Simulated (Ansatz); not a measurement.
Defect: Nb-vacancy pair (Nb on one host Ru site, one Ru site vacant) in hcp Ru, neutral cell. Method: PBE, PAW (plane waves to 420 eV; Ansatz, a first-principles code).

Settings: 36 host sites, the relaxed PBE lattice, a 2×2×2 k-point mesh shifted by half a step along c, smearing 0.10 eV, spin-restricted, no image-charge correction. Static, classical nuclei. Forms of the defect that were not tried may lie lower.

Barriers: single points on a 4×4×4 k-point mesh shifted by half a step along c at the bands' geometries (they differ from the bands' own by up to 0.22 eV, and are uncertain by about as much).

A. the Nb atom itself jumps into the vacancy (Nb-vacancy distance between ideal sites 2.66 Å throughout); the atom moves 2.39 Å along (-0.61, -0.31, 0.44) of the unit cell; the moving atom starts with neighbours 2 Ru at 2.65, 2 Ru at 2.68, 2 Ru at 2.74, Ru at 2.77, 4 Ru at 2.78 Å and ends with 2 Ru at 2.65, 2 Ru at 2.68, 2 Ru at 2.74, Ru at 2.77, 4 Ru at 2.78 Å; saddle order not checked, on a symmetry element.
B. the Nb atom itself jumps into the vacancy (Nb-vacancy distance between ideal sites 2.72 Å throughout); the atom moves 2.57 Å along (-0.94, 0.00, 0.00) of the unit cell; the moving atom starts with neighbours 2 Ru at 2.67, 2 Ru at 2.71, 3 Ru at 2.72, 2 Ru at 2.75, Ru at 2.77, Ru at 2.82 Å and ends with 2 Ru at 2.67, 2 Ru at 2.71, 3 Ru at 2.72, 2 Ru at 2.75, Ru at 2.77, Ru at 2.82 Å; saddle order not checked, on a symmetry element.

A band can be held on a symmetry element, so unchecked saddle points there may be too high.

Problem. Rank these by forward barrier (lowest first), as PBE, PAW gives it.

Solution. A (1.01 eV), B (1.46 eV)
